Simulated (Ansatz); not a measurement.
The structure below was relaxed with DFT with r2SCAN, PAW potentials and a 500 eV plane-wave cutoff in Ansatz (a first-principles code), no spin-orbit coupling, earlier PAW set.

```yaml
crystal:
  lattice:
    - [0.00000, 1.78014, 1.78014]
    - [1.78014, 0.00000, 1.78014]
    - [1.78014, 1.78014, 0.00000]
  atoms:
    - { symbol: C, position: [0.50000, 0.50000, 0.50000] }
    - { symbol: C, position: [0.75000, 0.75000, 0.75000] }
```

Problem. Find the space group and the Wyckoff positions.

Solution. Space group Fd-3m, origin choice 1 (No. 227); a = b = c = 3.5603 Å, α = β = γ = 90.00°

```
atom  site  symmetry       x       y       z
----  ----  --------  ------  ------  ------
C       8a      -43m  0.0000  0.0000  0.0000
```

Problem. Describe the coordination.

Solution. The crystal has 8 atoms in its conventional cell. Cell: a = b = c = 3.5603 Å, α = β = γ = 90.00°. C is coordinated by 4 C at 1.542 Å (tetrahedral). (Neighbours: up to the widest gap in distance over summed covalent radii, below 1.35, at either atom.)…

Stability against distortions was not tested. The cell was made from Sn by this change: Sn → C.
